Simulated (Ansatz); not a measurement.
Consider a periodic stack without vacuum, hcp Ru (1 0 0) on tetragonal BaTiO3 (1 1 0) (film strained to the substrate, faces as cut): substrate slab Ba4Ti4O14, film Ru16, surface cells [[0, 1], [-1, 0]] and [[2, 0], [0, 1]], film strained by -2.1 and +3.6 %, faces O/O and Ru/Ru as cut (like faces can put a slab off its formula). Its start:

```
CELL_PARAMETERS angstrom
      5.63665     0.00003    -0.01500
      0.00009     4.20092     0.18725
      0.87422     0.73244    23.14093
ATOMIC_POSITIONS crystal
  Ba 0.18243 0.11387 0.09032
  Ti 0.68421 0.63684 0.09804
  O  0.68229 0.06111 0.10074
  O  0.93367 0.61009 0.03810
  O  0.44244 0.60534 0.04071
  Ba 0.66423 0.06443 0.21957
  Ti 0.16695 0.58394 0.21526
  O  0.16406 0.01503 0.21670
  O  0.42099 0.55399 0.15810
  O  0.92633 0.55217 0.15829
  Ba 0.14313 0.02010 0.33696
  Ti 0.64518 0.53810 0.33865
  O  0.64293 0.96901 0.34193
  O  0.90244 0.51366 0.28099
  O  0.40459 0.51302 0.27998
  Ba 0.62542 0.96415 0.46322
  Ti 0.13050 0.49704 0.45715
  O  0.12426 0.92296 0.45762
  O  0.38257 0.46164 0.40120
  O  0.87433 0.46051 0.40482
  O  0.90843 0.39452 0.52916
  O  0.38138 0.42732 0.51830
  Ru 0.14558 0.84674 0.65510
  Ru 0.64442 0.84857 0.65901
  Ru 0.19488 0.37994 0.58997
  Ru 0.69500 0.37797 0.59658
  Ru 0.89668 0.80842 0.75855
  Ru 0.38533 0.80971 0.75645
  Ru 0.87813 0.33308 0.69379
  Ru 0.37342 0.33456 0.69201
  Ru 0.59384 0.77080 0.85512
  Ru 0.10792 0.76927 0.85985
  Ru 0.63027 0.29535 0.79226
  Ru 0.13538 0.29454 0.79590
  Ru 0.44162 0.72249 0.95899
  Ru 0.89155 0.71775 0.95678
  Ru 0.35122 0.25149 0.89992
  Ru 0.85406 0.25033 0.89349
```

The start was prepared with a machine-learned potential, and the result is one local minimum, with the in-plane cell held and forces under 0.04 eV/Å; the film can end far from its bulk form.

Calculation: PBE (plane waves to 420 eV, PAW; Ansatz, a program for electronic structure). Scalar-relativistic, without spin–orbit coupling; the runs are not spin-polarised; PBE gaps are too small against experiment. Its k-point mesh 6×7×1, Fermi–Dirac width 0.05 eV.

Task: Predict the relaxed interface.

Result: The interface area is 23.7 Å², the period is 23.06 Å and the gaps between the outermost planes at the two interfaces is 1.35 and 1.90 Å. The Ba–Ru contacts across the interfaces within 1.22 times the sum of covalent radii is 8, mean 3.96 Å, the O–Ru contacts across the interfaces within 1.22 times the sum of covalent radii is 6, mean 2.00 Å and the Ru–Ti contacts across the interfaces within 1.22 times the sum of covalent radii comes out as 3, mean 3.38 Å.
